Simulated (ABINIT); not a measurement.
**Worked example: self-consistent single point of SrZnSbF (P4/nmm, 8 atoms in the cell) in ABINIT**

Level of theory: LDA (PW92), PAW (JTH v2.0 LDA PAW) (plane waves; ABINIT).

Input:

```
# SrZnSbF, JTH v2.0 LDA PAW
pp_dirpath "./"
pseudos "Sr.LDA_PW-JTH.xml, Zn.LDA_PW-JTH.xml, Sb.LDA_PW-JTH.xml, F.LDA_PW-JTH.xml"
acell 3*1.0 Angstrom
rprim
         4.3545400000    0.0000000000    0.0000000000
         0.0000000000    4.3545400000    0.0000000000
         0.0000000000    0.0000000000    9.4761600000
natom 8
ntypat 4
znucl 38 30 51 9
typat 1 1 2 2 3 3 4 4
xred
         0.0000000000    0.5000000000    0.8601000000
         0.5000000000    0.0000000000    0.1399000000
         0.5000000000    0.5000000000    0.5000000000
         0.0000000000    0.0000000000    0.5000000000
         0.0000000000    0.5000000000    0.3209800000
         0.5000000000    0.0000000000    0.6790200000
         0.5000000000    0.5000000000    0.0000000000
         0.0000000000    0.0000000000    0.0000000000
ecut 30 Ha
pawecutdg 60 Ha
pawxcdev 0
occopt 7
tsmear 0.00499791
nband 55
kptopt 1
ngkpt 5 5 3
nshiftk 1
shiftk 0 0 0
nstep 60
tolvrs 1.0e-11
prtwf 0
prtden 0
enunit 1
```

Output, abridged:

```
 Symmetries : space group P4/n m m (#129); Bravais tP (primitive tetrag.)

 -outvars: echo values of preprocessed input variables --------
            acell      1.8897261329E+00  1.8897261329E+00  1.8897261329E+00 Bohr
             ecut      3.00000000E+01 Hartree
           enunit           1
              ixc       -1012
         kptrlatt        5    0    0      0    5    0      0    0    3
          kptrlen      4.11444402E+01
            natom           8
            nband          55
            ngfft          45      45      90
          ngfftdg          60      60     128
             nkpt          12
            nstep          60
             nsym          16
           ntypat           4
           occopt           7
        pawecutdg      6.00000000E+01 Hartree
         pawxcdev           0
            rprim      4.3545400000E+00  0.0000000000E+00  0.0000000000E+00
                       0.0000000000E+00  4.3545400000E+00  0.0000000000E+00
                       0.0000000000E+00  0.0000000000E+00  9.4761600000E+00
          spgroup         129
           tolvrs      1.00000000E-11
           tsmear      4.99791000E-03 Hartree
            typat      1  1  2  2  3  3  4  4
           useylm           1
             xred      0.0000000000E+00  5.0000000000E-01  8.6010000000E-01
                       5.0000000000E-01  0.0000000000E+00  1.3990000000E-01
                       5.0000000000E-01  5.0000000000E-01  5.0000000000E-01
                       0.0000000000E+00  0.0000000000E+00  5.0000000000E-01
                       0.0000000000E+00  5.0000000000E-01  3.2098000000E-01
                       5.0000000000E-01  0.0000000000E+00  6.7902000000E-01
                       5.0000000000E-01  5.0000000000E-01  0.0000000000E+00
                       0.0000000000E+00  0.0000000000E+00  0.0000000000E+00
            znucl       38.00000   30.00000   51.00000    9.00000

== DATASET  1 ==================================================================

 Real(R)+Recip(G) space primitive vectors, cartesian coordinates (Bohr,Bohr^-1):
 R(1)=  8.2288880  0.0000000  0.0000000  G(1)=  0.1215231  0.0000000  0.0000000
 R(2)=  0.0000000  8.2288880  0.0000000  G(2)=  0.0000000  0.1215231  0.0000000
 R(3)=  0.0000000  0.0000000 17.9073472  G(3)=  0.0000000  0.0000000  0.0558430
 Unit cell volume ucvol=  1.2125888E+03 bohr^3
 Angles (23,13,12)=  9.00000000E+01  9.00000000E+01  9.00000000E+01 degrees

 Coarse grid specifications (used for wave-functions):

 getcut: wavevector=  0.0000  0.0000  0.0000  ngfft=  45  45  90
         ecut(hartree)=     30.000   => boxcut(ratio)=   2.03838

 Fine grid specifications (used for densities):

 getcut: wavevector=  0.0000  0.0000  0.0000  ngfft=  60  60 128
         ecut(hartree)=     60.000   => boxcut(ratio)=   2.04992

   1.05832162E+04                                ecore*ucvol(ha*bohr**3)

_setup2: Arith. and geom. avg. npw (full set) are    9520.333    9520.326

--- !BeginCycle
solver: {iscf: 17, nstep: 60, nline: 4, wfoptalg: 10, }
tolerances: {tolvrs: 1.00E-11, }
...

     iter   Etot(hartree)      deltaE(h)  residm     nres2
 ETOT  1  -392.03002421230    -3.920E+02 4.734E+00 2.620E+02
 ETOT  2  -407.18142272473    -1.515E+01 1.032E+00 6.332E+02
 ETOT  3  -406.44825062618     7.332E-01 7.450E-02 2.041E+02
 ETOT  4  -406.17812482925     2.701E-01 7.769E-02 4.923E+01
 ETOT  5  -406.14963933104     2.849E-02 2.246E-02 4.034E+01
 ETOT  6  -406.09845110588     5.119E-02 1.559E-02 2.171E+01
   [... 11 lines left out ...]
 ETOT 18  -406.05332089362    -6.884E-10 1.351E-03 2.394E-08
 ETOT 19  -406.05332089365    -2.649E-11 2.445E-04 1.499E-09
 ETOT 20  -406.05332089365    -5.002E-12 8.072E-04 2.144E-10
 ETOT 21  -406.05332089364     7.276E-12 1.406E-04 2.381E-11
 ETOT 22  -406.05332089363     9.322E-12 4.613E-04 4.147E-12

 At SCF step   22       nres2   =  4.15E-12 < tolvrs=  1.00E-11 =>converged.

 Cartesian components of stress tensor (hartree/bohr^3)
  sigma(1 1)=  1.98950658E-04  sigma(3 2)=  0.00000000E+00
  sigma(2 2)=  1.98950658E-04  sigma(3 1)=  0.00000000E+00
  sigma(3 3)=  1.82288264E-04  sigma(2 1)=  0.00000000E+00

 ----iterations are completed or convergence reached----

 reduced coordinates (array xred) for    8 atoms
       0.000000000000      0.500000000000      0.860100000000
       0.500000000000      0.000000000000      0.139900000000
       0.500000000000      0.500000000000      0.500000000000
       0.000000000000      0.000000000000      0.500000000000
       0.000000000000      0.500000000000      0.320980000000
       0.500000000000      0.000000000000      0.679020000000
       0.500000000000      0.500000000000      0.000000000000
       0.000000000000      0.000000000000      0.000000000000
 cartesian forces (eV/Angstrom) at end:
    1     -0.00000000000000    -0.00000000000000     0.39612102104277
    2     -0.00000000000000    -0.00000000000000    -0.39612102104277
    3     -0.00000000000000    -0.00000000000000     0.00000000000000
    4     -0.00000000000000    -0.00000000000000     0.00000000000000
    5     -0.00000000000000    -0.00000000000000     0.40060925338938
    6     -0.00000000000000    -0.00000000000000    -0.40060925338938
    7     -0.00000000000000    -0.00000000000000     0.00000000000000
    8     -0.00000000000000    -0.00000000000000     0.00000000000000
 frms,max,avg= 1.6263447E-01 4.0060925E-01   0.000E+00  0.000E+00  0.000E+00 e/A
 length scales=  1.889726132886  1.889726132886  1.889726132886 bohr
              =  1.000000000000  1.000000000000  1.000000000000 angstroms
 Fermi (or HOMO) energy (eV) =   6.30739   Average Vxc (eV)=  -9.62624
 Eigenvalues (   eV  ) for nkpt=  12  k points:
 kpt#   1, nband= 55, wtk=  0.01333, kpt=  0.0000  0.0000  0.0000 (reduced coord)
 -29.39242  -29.35707  -21.96622  -21.96622  -21.96459  -21.96459  -21.96329  -21.96234
 -21.95717  -21.95642  -21.95462  -21.95447  -17.94686  -17.68972  -11.46072  -11.46072
 -11.39747  -11.34146  -11.34146  -11.30296   -4.34880   -3.28926   -1.34993   -1.26003
  -1.24591   -1.24591   -1.19713   -1.00531   -1.00531   -0.95181   -0.90096   -0.74059
  -0.22756   -0.22756   -0.05269    0.07158    0.62252    0.62252    1.89385    4.36010
   4.36010    5.35740    6.01556    6.24898    6.24898    7.54421    7.69155    8.69153
   9.40788   10.15358   10.33639   10.33641   10.35839   11.05221   11.14249
 prteigrs : prtvol=0 or 1, do not print more k-points.

--- !EnergyTerms
comment             : Components of total free energy in Hartree
kinetic             :  5.91488766229706E+01
hartree             :  1.19361800557422E+02
xc                  : -2.84763510549897E+01
Ewald energy        : -2.57738627037015E+02
psp_core            :  8.72778635355956E+00
local_psp           : -3.80366330592771E+02
spherical_terms     :  7.32899379193285E+01
internal            : -4.06052907231495E+02
'-kT*entropy'       : -4.13410426129849E-04
total_energy        : -4.06053320641921E+02
total_energy_eV     : -1.10492727756150E+04
...

-Cartesian components of stress tensor (GPa)         [Pressure= -5.6899E+00 GPa]
- sigma(1 1)=  5.85332947E+00  sigma(3 2)=  0.00000000E+00
- sigma(2 2)=  5.85332947E+00  sigma(3 1)=  0.00000000E+00
- sigma(3 3)=  5.36310498E+00  sigma(2 1)=  0.00000000E+00

 Calculation completed.
```

The run converged in 22 iterations.

The starting cell comes from a database of computed structures (which also holds hypothetical and non-ambient phases and stackings), without a prior relaxation at this level. With a pressure of about -6 GPa the cell is away from its equilibrium volume at this level. The run gives no clean gap (levels at the Fermi energy touch, overlap or are partly filled at this smearing), which alone does not show that the compound is a metal.

Cost on one core of a shared machine: roughly 7 min.
